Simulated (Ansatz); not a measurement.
## Converging the plane-wave cutoff: CsVN2 (R3m, 8 atoms in the cell)

```
CELL_PARAMETERS angstrom
      0.00000     4.19280     4.19280
      4.19280     0.00000     4.19280
      4.19280     4.19280     0.00000
ATOMIC_POSITIONS crystal
  Cs 0.25344 0.25344 0.25344
  Cs 0.00000 0.00000 0.00000
  V  0.75000 0.75000 0.75000
  V  0.50000 0.50000 0.50000
  N  0.62500 0.62500 0.62500
  N  0.12500 0.62500 0.62500
  N  0.62500 0.62500 0.12500
  N  0.62500 0.12500 0.62500
```

Method of the run: PBEsol, default PAW files made with PBE (plane waves; Ansatz, a first-principles code).

Base settings: basis.ecutwfc = 420 eV; kpoints.mp_grid.grid = 4 4 4; hamiltonian.xc = pbesol; hamiltonian.pseudopotentials = {kind: paw} (the program's default PAW files); scf.occupations.method = fixed.

The second cell is the first with its lattice scaled by 0.98.

The mesh stays at the base's, so the ladder's end is converged at best in this setting alone.

The first pressure column holds Ansatz's estimate of the finite-basis (Pulay) stress, which hides part of the cutoff error; the other is without it.

Only quantities that move along the ladder and can be compared are tabulated.

The count of work is k-points × plane waves × bands × iterations; it is no time. 

The starting cell comes from a database of computed structures (which also holds hypothetical and non-ambient phases and stackings), without a prior relaxation at this level. Its lattice was rescaled by up to half a per cent. One atom was moved a little off its site on purpose. In the base run, with a pressure of about -4 GPa the cell is away from its equilibrium volume at this level.

| basis.ecutwfc | free energy less the last step's (meV/atom) | energy of the compressed cell less the first (meV/atom) | pressure (GPa) | pressure without the Pulay estimate (GPa) | largest difference of a force vector from the last step's (eV/Å) | count of work / last |
|---|---|---|---|---|---|---|
| 145 eV | 14612.92 | 188.82 | 11.28 | -300.41 | 0.085 | 0.063 |
| 170 eV | 7679.78 | 28.01 | 7.67 | -191.28 | 0.042 | 0.089 |
| 190 eV | 4421.34 | 79.25 | 5.84 | -128.56 | 0.010 | 0.11 |
| 210 eV | 2602.17 | -39.60 | 1.65 | -87.60 | 0.009 | 0.12 |
| 230 eV | 1418.65 | 16.45 | -2.33 | -56.64 | 0.008 | 0.12 |
| 250 eV | 809.99 | 8.92 | -3.56 | -37.89 | 0.012 | 0.15 |
| 295 eV | 217.16 | -6.98 | -4.30 | -15.61 | 0.001 | 0.17 |
| 335 eV | 60.38 | -5.01 | -4.04 | -7.91 | 0.001 | 0.21 |
| 380 eV | 13.01 | -5.19 | -3.94 | -4.97 | 0.000 | 0.25 |
| 420 eV | 3.09 | -5.14 | -3.92 | -4.18 | 0.000 | 0.30 |
| 460 eV | 0.99 | -5.16 | -3.92 | -3.98 | 0.000 | 0.34 |
| 505 eV | 0.58 | -5.15 | -3.92 | -3.93 | 0.000 | 0.39 |
| 565 eV | 0.42 | -5.17 | -3.92 | -3.93 | 0.000 | 0.47 |
| 630 eV | 0.26 | -5.19 | -3.93 | -3.93 | 0.000 | 0.53 |
| 735 eV | 0.15 | -5.20 | -3.93 | -3.93 | 0.000 | 0.61 |
| 840 eV | 0.10 | -5.20 | -3.93 | -3.93 | 0.000 | 0.83 |
| 1010 eV | 0.00 | -5.21 | -3.93 | -3.93 | 0.000 | 1.0 |

Coarsest basis.ecutwfc that holds the free energy within 2 meV/atom of the last step, with all finer ones: 460 eV, at 0.34 of the last step's count of work; the step before is off by 3.1 meV/atom.

Coarsest basis.ecutwfc that holds the forces within 0.005 eV/Å of the last step, with all finer ones: 295 eV, at 0.17 of the last step's count of work; the step before is off by 0.012 eV/Å.

Coarsest basis.ecutwfc that holds the pressure without the Pulay estimate within 0.2 GPa of the last step, with all finer ones: 460 eV, at 0.34 of the last step's count of work; the step before is off by 0.25 GPa.

The energy difference between the two cells stays within 1 meV/atom of the last step's from 335 eV on, the total only from 460 eV on: much of the error is common to both cells and cancels.

At the lowest cutoff the pressure without the Pulay estimate lies 296 GPa under the last step's, the usual sign of Pulay stress in an incomplete plane-wave basis.

Keys are those of Ansatz 0.2.
